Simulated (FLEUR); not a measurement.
Band structure of PdRh (R-3m, 2 atoms in the cell).

```xyz
2
Lattice="1.3566 0.7832 4.4215 -1.3566 0.7832 4.4215 0.0000 -1.5665 4.4215" Properties=species:S:1:pos:R:3 pbc="T T T"
Pd     0.0000     0.0000     0.0000
Rh     0.0000     0.0000     6.6323
```

Method of the run: PBEsol, all-electron FLAPW (FLEUR), scalar-relativistic valence.

Settings: Kmax = 4 1/bohr; GmaxXC = 20 1/bohr; xcFunctional = PBEs; jspins = 1; l_soc = F; mode = hist; fermiSmearingEnergy = 0.00183747 Htr; mesh (inpgen div1-3) = 14 14 14; inpgen gamma flag = true; Gmax = 20 1/bohr; numbands = 0; maxIterBroyd = 15; imix = Anderson; alpha = 0.05.

The starting cell comes from a database of computed structures (which also holds hypothetical and non-ambient phases and stackings), without a prior relaxation at this level. Its lattice was rescaled by a random factor within 2.5 % of one. Spin polarisation is off. Values depend on the basis (sphere radii, cutoffs, local orbitals), which need not be converged.

Levels in eV from the Fermi level, bands 14 to 21:
| point | 14 | 15 | 16 | 17 | 18 | 19 | 20 | 21 |
|---|---|---|---|---|---|---|---|---|
| Γ | -3.02 | -3.02 | -1.24 | -1.24 | 0.31 | 0.31 | 0.69 | 7.96 |
| L | -2.34 | -2.09 | -1.28 | -0.17 | 0.79 | 3.64 | 4.18 | 9.25 |
| Z | -2.97 | -2.50 | -2.50 | -1.52 | -1.52 | -0.59 | -0.59 | 14.50 |
| F | -0.21 | 0.08 | 0.36 | 0.66 | 0.69 | 0.85 | 3.12 | 7.91 |
| P1 | -1.20 | -0.23 | -0.07 | 0.04 | 0.77 | 2.32 | 2.82 | 7.87 |
| P | -1.20 | -0.23 | -0.07 | 0.04 | 0.77 | 2.32 | 2.82 | 7.87 |
